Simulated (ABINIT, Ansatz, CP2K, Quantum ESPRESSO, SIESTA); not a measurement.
**Code comparison for LuGa5Co (P4/mmm, 7 atoms in the cell)**

Self-consistent single point.

```
LuGa5Co
1.0
    4.20530     0.00000     0.00000
    0.00000     4.20530     0.00000
    0.00000     0.00000     6.75100
Lu Ga Co
1 5 1
Direct
  0.00000   0.00000   0.00000
  0.00000   0.50000   0.30773
  0.00000   0.50000   0.69227
  0.50000   0.00000   0.30773
  0.50000   0.00000   0.69227
  0.50000   0.50000   0.00000
  0.00000   0.00000   0.50000
```

All programs got the same cell, k-point mesh and kind of occupations (in Ansatz's words: kpoints.mp_grid.grid = 5 5 3; scf.occupations.method = fermi_dirac; scf.occupations.width = 0.0073 Ry); potentials, basis and cutoffs are each program's usual ones.

```
code                                                                                                                                      model  pressure (GPa)  largest force (eV/Å)  k-points       cutoff
----------------  -----------------------------------------------------------------------------------------------------------------------------  --------------  --------------------  --------  -----------
SIESTA            GGA PBEsol, numerical atomic orbitals DZP, PseudoDojo PBEsol standard norm-conserving potentials (rewritten from UPF to PSML)           -4.65                 0.165        38  grid 400 Ry
Quantum ESPRESSO                                                          PBEsol, PseudoDojo standard norm-conserving (PBESOL) pseudopotentials           -5.05                 0.017        12       100 Ry
Ansatz                                                                                                          PBEsol, PAW files made with PBE           -5.19                 0.027        12      30.9 Ry
ABINIT                                                                                       PBEsol, PAW (JTH v2.0 PBE PAW, files made for PBE)           -5.06                 0.022        12        30 Ha
CP2K                                                                 PBEsol, GPW, DZVP-MOLOPT-SR-GTH basis, GTH-PBE potentials (GTH_POTENTIALS)           -4.78                 0.105        38  grid 600 Ry
```

The spread over the programs that give each value: pressure within 0.54 GPa; largest force within 0.148 eV/Å.

The starting cell comes from a database of computed structures (which also holds hypothetical and non-ambient phases and stackings), without a prior relaxation at this level. On Ansatz's run: Spin-orbit coupling is off. Spin polarisation is off. In the base run, with a pressure of about -5 GPa the cell is away from its equilibrium volume at this level.

Question: Why do the programs differ, and what cannot be compared?

Answer: Differences of this kind can come from the potentials, where these differ, and from what each basis and cutoff leave unconverged. The zero of total energies and Fermi levels follows the potentials and each program's conventions, so they are not compared here. SIESTA and CP2K use small atom-centred bases, whose incompleteness enters pressures, forces and empty levels differently from a plane-wave cutoff. Ansatz's pressure is given at a fixed set of plane waves, as the other plane-wave codes print theirs; with its correction for the finite basis it is -5.13 GPa. Ansatz's smearing width was typed in Ry to four decimals, so it matches the others to a few per cent. The programs reduce the same mesh by symmetry to different extents, which changes the work and not the result. In the force vectors, SIESTA (by 0.186) and CP2K (by 0.126) lie more than 0.08 eV/Å from the median of the plane-wave programs.

Left out of this page: FLEUR (not drawn, or without a comparable value).

Ansatz is a quantum-chemistry and plane-wave program.

Keys are those of Ansatz 0.2.
